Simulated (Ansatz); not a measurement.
Base system: TiAl (space group P4/mmm, No. 123; a = 2.797 Å, c = 4.032 Å).

Level of theory: PBEsol (Ansatz, an electronic-structure program; PAW; 420 eV plane waves; scalar-relativistic without spin-orbit coupling).

Before the change:

- Volume per atom = 15.78 Å³

Perturbation: a negative pressure, −2 GPa.

Question: What does the calculation give for the volume per atom after the change?

Answer: The volume per atom increases by 0.27 Å³ (15.78 Å³ → 16.05 Å³).

Load acts through the strain it causes; cell and atoms are relaxed under it. No phonon test of stability was made. All final runs are without spin polarisation.
